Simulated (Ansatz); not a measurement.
The reference is CdSe in the zinc blende structure (space group F-43m, No. 216; a = 6.082 Å). Axes: x, y, z lie along the cube axes.

The values are results of Ansatz (a quantum-chemistry and plane-wave program) PBEsol, scalar-relativistic without spin-orbit coupling, not measurements.

The change: the cell is stretched by 0.50 % along z with no lateral relaxation, atoms relaxed at fixed cell.

Predict the stress tensor and what it implies for the stiffness.

Stress of the strained cell less that of the base (GPa, compression positive):
```
  -0.23    0.00    0.00
   0.00   -0.23    0.00
   0.00    0.00   -0.32
```

Then −Δσ_ii/ε with ε = 0.0050 gives relaxed-ion elastic constants: C33 ≈ 63 GPa.

Whether these cells are dynamically stable was not tested.
